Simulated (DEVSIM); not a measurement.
System: Si/Ge p-n heterojunction, at 400 K.

Layer 1 from the left is Si, thickness (μm) 1.00, Na (cm⁻³) 2.4e17, τn (s) 1.5e-6, τp (s) 1.5e-6. Layer 2 from the left is Ge, thickness (μm) 0.940, Nd (cm⁻³) 4.5e15, τn (s) 1.5e-6, τp (s) 1.5e-6.

Left contact: ohmic. Right contact: ohmic. Voltage is applied to the left contact. Recombination: SRH at mid-gap, radiative. Mobility is constant in doping.

Constants are typed, rounded textbook-type inputs, not results; the design itself was drawn at random and stands for no fabricated device. Values at 300 K; Nc and Nv go as T^1.5, mobilities as T to minus their exponent, the gap by Varshni's rule with the affinity fixed.

Si: gap (eV) 1.124, affinity (eV) 4.05, permittivity 11.7, Nc (cm⁻³) 2.86e19, Nv (cm⁻³) 3.1e19, μn (cm²/Vs) 1417, μp (cm²/Vs) 470, T exponent of μn 2.3, T exponent of μp 2.2, B (cm³/s) 4.7e-15, Varshni α (eV/K) 0.000473, Varshni β (K) 636. Ge: gap (eV) 0.664, affinity (eV) 4, permittivity 16, Nc (cm⁻³) 1.04e19, Nv (cm⁻³) 6e18, μn (cm²/Vs) 3900, μp (cm²/Vs) 1900, T exponent of μn 1.66, T exponent of μp 2.33, B (cm³/s) 6.4e-14, Varshni α (eV/K) 0.000477, Varshni β (K) 235.

DEVSIM, 1D drift-diffusion, Boltzmann statistics, complete ionisation; no tunnelling, impact ionisation, image-force lowering or self-heating. Band offsets follow the typed affinities; no thermionic-emission limit at abrupt steps, no polarisation charge.

Task: What does the simulation give for the largest field in the device at zero bias, the potential step across the device at zero bias, the dark forward voltage at 100 A/cm²?

Result: largest field in the device at zero bias 160000 V/cm; potential step across the device at zero bias 0.685 V; dark forward voltage at 100 A/cm² 0.137 V.
